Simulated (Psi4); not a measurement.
Psi4 1.11, HF/def2-svp: [CH3][Ge]([CH3])[CH3], charge +1, multiplicity 1, 13 atoms. The geometry is a generated start, not checked to be a minimum at this level.

```json
{
  "task": "energy",
  "method": "scf",
  "basis": "def2-svp",
  "memory": "3 GB",
  "maxiter": "100",
  "keys_of_the_molecule_block": "symmetry c1",
  "scf_type": "df (default)",
  "scf_initial_accelerator": "adiis (default)",
  "e_convergence": "1e-06 (default)",
  "d_convergence": "1e-06 (default)",
  "basis_functions": "119"
}
```

```xyz
13

C     -0.4211     1.9226     0.2323
Ge    -0.0162    -0.0082     0.0197
C      1.8645    -0.6203     0.1503
C     -1.4602    -1.3115    -0.3672
H      0.0531     2.4823    -0.5720
H     -0.0094     2.2754     1.1795
H     -1.4966     2.0991     0.2114
H      2.4058    -0.3073    -0.7441
H      1.9127    -1.7055     0.2340
H      2.3453    -0.1630     1.0167
H     -1.5493    -1.4236    -1.4488
H     -1.2154    -2.2822     0.0640
H     -2.4134    -0.9579     0.0241
```

Charge 1 and multiplicity 1 are set for this test and not shown to be the ground state.

With the defaults (damping_percentage = 0, guess = auto, which took SAD, diis_max_vecs = 10, diis_start = 1) it converges in 8 SCF iterations. One run each on 2 threads, with these changes:
- damping_percentage = 60
- diis_start = 4
- diis_max_vecs = 3
- guess = gwh
- guess = modhuckel
- guess = sadno
- diis_max_vecs = 6
- damping_percentage = 20
- guess = huckel

Problem. Name the settings that don't reach the solution of the defaults.

Solution. No convergence: damping_percentage = 60 (the run ends without SCF convergence in 100 iterations). The rest reach the solution of the defaults.

| setting | SCF iterations | end |
|---|---|---|
| the defaults | 8 | same solution |
| guess = modhuckel | 8 | same solution |
| diis_max_vecs = 6 | 8 | same solution |
| diis_max_vecs = 3 | 8 | same solution |
| guess = huckel | 8 | same solution |
| guess = sadno | 9 | same solution |
| diis_start = 4 | 9 | same solution |
| guess = gwh | 9 | same solution |
| damping_percentage = 20 | 18 | same solution |
| damping_percentage = 60 | 100 | no convergence |
